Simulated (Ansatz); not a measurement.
A self-consistent single point of Sr4Bi2O (I4mm, 7 atoms in the cell) with Ansatz (a quantum-chemistry and plane-wave program).

Level of theory: PBEsol-D4, default PAW files made with PBE (plane waves; Ansatz).

```yaml
crystal:
  lattice:
    - [-2.51502, 2.51502, 8.82609]
    - [2.51502, -2.51502, 8.82609]
    - [2.51502, 2.51502, -8.82609]
  atoms:
    - { symbol: Sr, position: [0.83497, 0.83497, 0.00000] }
    - { symbol: Sr, position: [0.17023, 0.17023, 0.00000] }
    - { symbol: Sr, position: [0.99808, 0.49808, 0.50000] }
    - { symbol: Sr, position: [0.49808, 0.99808, 0.50000] }
    - { symbol: Bi, position: [0.63778, 0.63778, 0.00000] }
    - { symbol: Bi, position: [0.36026, 0.36026, 0.00000] }
    - { symbol: O, position: [0.99020, 0.99020, 0.00000] }
```

Reference input (self-consistent single point, DFT, PBEsol, plane waves, default PAW files made with PBE): kpoints.mp_grid.grid = 6 6 6; hamiltonian.xc = pbesol; hamiltonian.pseudopotentials = {kind: paw} (the program's default PAW files); scf.occupations.method = fermi_dirac; scf.occupations.width = 0.0037 Ry. This run's input differs from it in these lines:

```diff
@@ -18,2 +18,3 @@
   xc: pbesol
+  dispersion: d4
   pseudopotentials: { kind: paw }
```

Output (repeated stretches shortened):

```
SCF iter   1: F=—  HF=-39022.760920 eV  |F-HF|=—  |Δ(HF+E_count)|=         —  Δρ=7.75e-3  dr2=1.51e-1  ethr=1.77e-3  ⟨swp⟩=14.1  Hψ=8207  notcnv=0
all-band conjugate gradients solve this SCF's bands
preconditioner: auto → Resta (q_TF=auto, 2.280 Å⁻¹)
SCF iter   2: F=—  HF=-39022.737785 eV  |F-HF|=—  |Δ(HF+E_count)|=   2.31e-2  Δρ=4.22e-3  dr2=2.85e-2  ethr=1.98e-4  ⟨swp⟩=3.0  Hψ=2720  notcnv=0  defer=52
   [... lines left out ...]
SCF iter   4: F=—  HF=-39022.731698 eV  |F-HF|=—  |Δ(HF+E_count)|=   5.52e-4  Δρ=1.63e-4  dr2=1.22e-4  ethr=3.90e-6  ⟨swp⟩=2.1  Hψ=1703  notcnv=0  defer=52
SCF iter   5: F=—  HF=-39022.731687 eV  |F-HF|=—  |Δ(HF+E_count)|=   1.14e-5  Δρ=5.26e-5  dr2=7.79e-6  ethr=1.61e-7  ⟨swp⟩=2.5  Hψ=2300  notcnv=0  defer=52
SCF iter   6: F=—  HF=-39022.731913 eV  |F-HF|=—  |Δ(HF+E_count)|=   2.26e-4  Δρ=1.87e-5  dr2=8.50e-7  ethr=1.02e-8  ⟨swp⟩=2.0  Hψ=2400  notcnv=0  defer=52
SCF iter   7: F=-39022.731913 eV  HF=-39022.731913 eV  |F-HF|=4.55e-9  |Δ(HF+E_count)|=   2.68e-7  Δρ=4.95e-6  dr2=7.40e-8  ethr=1.32e-10  ⟨swp⟩=13.4  Hψ=6986  notcnv=0
SCF 1 converged in 7 iterations: F = -39022.731913 eV  dr2 = 7.40e-8
Free energy (F): -39022.731913 eV
Internal energy: -39022.731908 eV  (E = F + TS)
E sigma→0 (E₀):  -39022.731911 eV
Entropy (-TS):   -0.000005 eV (-0.001 meV/atom)
Fermi energy:    8.424892 eV
--- Forces (eV/Å), atoms counted from 1 ---
  atom   1  Sr     0.00000000    -0.00000000     0.08985435
  atom   2  Sr    -0.00000000     0.00000000    -0.00091517
  atom   3  Sr     0.00000000    -0.00000000    -0.01706682
  atom   4  Sr    -0.00000000    -0.00000000    -0.01706682
  atom   5  Bi    -0.00000000    -0.00000000    -0.04652780
  atom   6  Bi     0.00000000     0.00000000     0.04621020
  atom   7  O      0.00000000    -0.00000000    -0.05447021
--- Stress (GPa, compression-positive) ---
       -2.158968       0.000000      -0.000000
        0.000000      -2.158968      -0.000000
       -0.000000      -0.000000      -1.959380
  P = ⅓ Tr σ = -2.0924 GPa (-20.924 kbar)
  The stress holds the Pulay correction. Without it, at fixed plane waves, as pw.x and ABINIT print it: P = -2.1604 GPa
```

The run converged in 7 iterations. Against the reference run the pressure goes from -1.46 to -2.09 GPa, the largest force hardly changes (0.086 to 0.090 eV/Å) and the gap on the mesh stays at 0.874 eV.

The starting cell comes from a database of computed structures (which also holds hypothetical and non-ambient phases and stackings), without a prior relaxation at this level. Spin-orbit coupling is off. Ansatz's pressure includes its estimate of the finite-basis (Pulay) stress.

Keys are those of Ansatz 0.2.
